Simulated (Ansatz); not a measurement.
## A self-consistent single point of VW (Cmm2, 2 atoms in the cell) with Ansatz

Method of the run: PBEsol, default PAW files made with PBE (plane waves; Ansatz, a quantum-chemistry and plane-wave program).

This input was run:

Ansatz 0.2 input:
```yaml
crystal:
  lattice:
    - [1.552770, -2.230517, 0.000000]
    - [1.552770, 2.230517, 0.000000]
    - [0.000000, 0.000000, 4.292757]
  atoms:
    - { symbol: V, position_ang: [0.000000, 0.000000, 0.050002] }
    - { symbol: W, position_ang: [1.552770, 0.000000, 2.146378] }
basis:
  ecutwfc: 420.0
kpoints:
  mp_grid:
    grid: [13, 13, 8]
hamiltonian:
  xc: pbesol
  pseudopotentials:
    kind: paw
scf:
  occupations:
    method: gaussian
    width: 0.1
output:
  forces: true
  eigenvalues: true
  stress: true
```

Log, with long lists cut:

```
WARN ansatz: RAYON_NUM_THREADS=1 ignored (pool sized by the plan → 1); use --threads N
Pseudopotentials: kind: paw
Pseudopotential: V, paw, valence charge 13
Pseudopotential: W, paw, valence charge 14
Crystal: 2 atoms, lattice volume = 29.736 Å³
Basis set: ecut = 420 eV, 605 PW (Γ), exchange–correlation on 40×40×60 points (8 copies of the dense FFT grid, shifted against one another)
Bands: 18, of which v1, the nominal top of the filled ones, is band 14 counted from 1 (13 counted from 0)
Symmetry: 4 space group operations
Space group: Cmm2 (ITA 35), of the structure as read, at distance tolerance 3.1e-5 Å
k-points: 245 of 1352 (time reversal used)
PAW frozen core: V, regenerated for the run's functional, and the local potential with it
PAW frozen core: W, regenerated for the run's functional, and the local potential with it
Initial density: superposition of atomic densities (neutral atoms: chi_scale 0, normalization atom), corrected by the library's trained network
Initial wavefunctions: pseudopotential atomic-orbital guess
Eigensolver: davidson
Functional: x = pbesol(κ = 0.804, μ = 0.12345679012345678), c = pbesol(β = 0.046)
SCF iter   1: F=—  HF=-13141.960154 eV  |F-HF|=—  |Δ(HF+E_count)|=         —  Δρ=1.27e-2  dr2=7.87e-2  ethr=1.77e-3  ⟨swp⟩=4.9  Hψ=18016  notcnv=0
all-band conjugate gradients solve this SCF's bands
preconditioner: auto → none
SCF iter   2: F=—  HF=-13141.958181 eV  |F-HF|=—  |Δ(HF+E_count)|=   1.97e-3  Δρ=9.42e-3  dr2=4.92e-2  ethr=2.91e-4  ⟨swp⟩=1.0  Hψ=6373  notcnv=0
SCF iter   3: F=—  HF=-13141.954388 eV  |F-HF|=—  |Δ(HF+E_count)|=   3.79e-3  Δρ=1.53e-3  dr2=6.66e-4  ethr=1.82e-4  ⟨swp⟩=1.4  Hψ=4501  notcnv=0
SCF iter   4: F=—  HF=-13141.954172 eV  |F-HF|=—  |Δ(HF+E_count)|=   2.17e-4  Δρ=4.52e-4  dr2=8.15e-5  ethr=2.47e-6  ⟨swp⟩=2.0  Hψ=7302  notcnv=0
SCF iter   5: F=—  HF=-13141.954147 eV  |F-HF|=—  |Δ(HF+E_count)|=   2.43e-5  Δρ=1.49e-4  dr2=5.61e-6  ethr=3.02e-7  ⟨swp⟩=2.0  Hψ=5533  notcnv=0  defer=4
SCF iter   6: F=—  HF=-13141.954147 eV  |F-HF|=—  |Δ(HF+E_count)|=   7.57e-7  Δρ=4.00e-5  dr2=1.04e-6  ethr=2.08e-8  ⟨swp⟩=2.1  Hψ=5812  notcnv=0  defer=4
SCF iter   7: F=-13141.954146 eV  HF=-13141.954146 eV  |F-HF|=1.90e-8  |Δ(HF+E_count)|=   2.45e-7  Δρ=1.02e-5  dr2=2.71e-8  ethr=3.70e-10  ⟨swp⟩=3.8  Hψ=17656  notcnv=0
SCF 1 converged in 7 iterations: F = -13141.954146 eV  dr2 = 2.71e-8
SCF converged after 7 iterations
Free energy (F): -13141.954146 eV
Harris-Foulkes:  -13141.954146 eV  (|F-HF|=1.90e-8)
Internal energy: -13141.944766 eV  (E = F + TS)
E sigma→0 (E₀):  -13141.949456 eV
Entropy (-TS):   -0.009380 eV (-4.690 meV/atom)
Fermi energy:    19.042499 eV
--- Per-component energies (eV) ---
  E_band       = -234.396178
  E_kinetic    = 785.418922
  E_local      = -1522.752810  (includes V_loc(G=0)·N_el)
  E_nonlocal   = -41.060109
  E_hartree    = 635.371479
  E_xc         = -394.383749
  E_vxc        = -403.104693  (∫ρ·V_xc dr)
  E_paw        = -9522.002783  (= ΣΔE_a)
  E_vpaw       = -323.637365  (= ΣTr[D̂ρ^β])
  E_aug_tail   = 0.000200  (compensation charges beyond the density's cutoff)
  E_ewald      = -3082.907387
  E_core_change = 0.371471  (= ΣΔE_core)
  E_smearing   = -0.009380  (= −TS)
  E_closure    = 0.000000  (closes the sum)
  Σ components = -13141.954146   (vs F -13141.954146, Δ=0.00e0)
--- Forces (eV/Å), atoms counted from 1 ---
  atom   1  V      0.00000000     0.00000000    -0.48946795
  atom   2  W     -0.00000000    -0.00000000     0.48962858
  max |Σ_I F_I| component: 1.61e-4 eV/Å
--- Stress (GPa, compression-positive) ---
       -8.856131       0.000000       0.000000
        0.000000      -8.614000       0.000000
        0.000000       0.000000      -7.811662
  P = ⅓ Tr σ = -8.4273 GPa (-84.273 kbar)
  The stress holds the Pulay correction. Without it, at fixed plane waves, as pw.x and ABINIT print it: P = -8.4897 GPa
--- Band table (eV; the first three rows and the last of 245) ---
  k-point 0: bands = ["-54.2692", "-44.4828", "-19.0561", "-18.3818", "-18.1342", "-17.9700", "-17.9311", "-17.9070", "10.9991", "14.5958", "16.7749", "18.7279", "18.9775", "19.3172", "20.7930", "21.1213", "21.1243", "21.9863"]
  k-point 1: bands = ["-54.2691", "-44.4830", "-19.0167", "-18.3684", "-18.1342", "-17.9844", "-17.9756", "-17.9070", "11.1529", "14.6404", "16.8252", "18.8774", "18.9831", "19.2363", "20.2654", "21.1117", "21.1520", "21.8798"]
  k-point 2: bands = ["-54.2689", "-44.4837", "-18.9042", "-18.3309", "-18.1341", "-18.1006", "-18.0241", "-17.9069", "11.5739", "14.7268", "16.9613", "18.8953", "19.0275", "19.3132", "19.4310", "20.9345", "21.0814", "21.6384"]
  k-point 244: bands = ["-54.1385", "-44.3849", "-19.1003", "-18.6426", "-18.6009", "-18.4290", "-18.4054", "-18.3065", "14.7340", "15.8257", "17.0349", "17.4273", "19.1339", "19.6717", "20.0790", "20.4580", "22.2605", "25.2702"]
```

The run converged in 7 iterations.

The starting cell comes from a database of computed structures (which also holds hypothetical and non-ambient phases and stackings), without a prior relaxation at this level. Its lattice was rescaled by up to half a per cent. One atom was moved a little off its site on purpose. Spin-orbit coupling is off. Spin polarisation is off. With a pressure of about -8 GPa the cell is away from its equilibrium volume at this level. Ansatz's pressure includes its estimate of the finite-basis (Pulay) stress.
